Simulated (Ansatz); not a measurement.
CaC₂ (I4/mmm, No. 139, 3 atoms in the cell; start mp-2482) was calculated with PBEsol (Ansatz, an electronic-structure program, PAW).

Settings: plane-wave cutoff 500 eV, 14×14×14 k mesh, gaussian smearing 0.02 eV, scalar-relativistic PAW data made under PBE.

Cell (relaxed at this level):

```
CELL_PARAMETERS angstrom
     -1.91005     1.91005     3.16897
      1.91005    -1.91005     3.16897
      1.91005     1.91005    -3.16897
ATOMIC_POSITIONS crystal
  Ca 0.00000 0.00000 0.00000
  C  0.59936 0.59936 0.00000
  C  0.40064 0.40064 0.00000
```

Q: Estimate the band gap that the calculation returns.

A: 
- band gap: 1.06 eV (on the SCF k mesh)

Note: the relaxation could not lower the start's symmetry, so the cell can be a saddle point above a distorted one.

Computing time: very roughly 70 core-seconds.

A start named mp-… is a Materials Project structure, which need not be a measured phase.
